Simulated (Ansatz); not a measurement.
# Phonon-limited transport in CaGe (Cmcm)

```yaml
crystal:
  lattice:
    - [2.24754, -5.36639, 0.00000]
    - [2.24754, 5.36639, 0.00000]
    - [0.00000, 0.00000, 3.98157]
  atoms:
    - { symbol: Ca, position: [0.63705, 0.36295, 0.75000] }
    - { symbol: Ca, position: [0.36295, 0.63705, 0.25000] }
    - { symbol: Ge, position: [0.92410, 0.07590, 0.75000] }
    - { symbol: Ge, position: [0.07590, 0.92410, 0.25000] }
```

All values below come from PBEsol, DFPT electron-phonon coupling, linearised Boltzmann equation (plane waves, PAW, scalar-relativistic; Ansatz, a program for electronic structure). Cell: relaxed with this functional, without spin-orbit coupling.

The resistivity at 800 K is 93 (x), 177 (y), 65 (z) μΩ·cm and the electron mean free path at 800 K (weighted by the current that each state carries) is 3.5 (x), 3.0 (y), 3.0 (z) nm. The electron-phonon coupling λ comes out as 0.29, the transport coupling λ_tr is 0.29 (x), 0.29 (y), 0.30 (z) and the logarithmic mean phonon energy is 15.9 meV. The density of states at the Fermi level is 0.80 states/(eV·spin·cell).

A metal at this level (no band gap). Only scattering by harmonic phonons is included (no impurities, grain boundaries, electron-electron scattering or thermal expansion). Spin-orbit coupling is left out. Values near or above 100 μΩ·cm, or paths under about 2 nm, lie near resistivity saturation, where the Boltzmann equation overshoots. The self-energy correction of the phonons between q points moved λ by about 3 %. The run warned that the eigensolver left some states short of its tolerance. Halving the electron mesh (20x20x20) moves the resistivity by up to 15 % at 800 K, the mean free path by up to 5 %, the coupling by up to 3 %. Smearing 0.20 eV; phonons on a 4x4x4 q mesh, which this run doesn't test.

Computed structure with no diffraction record at hand here (it may be known, metastable or hypothetical): CaGe (Cmcm).
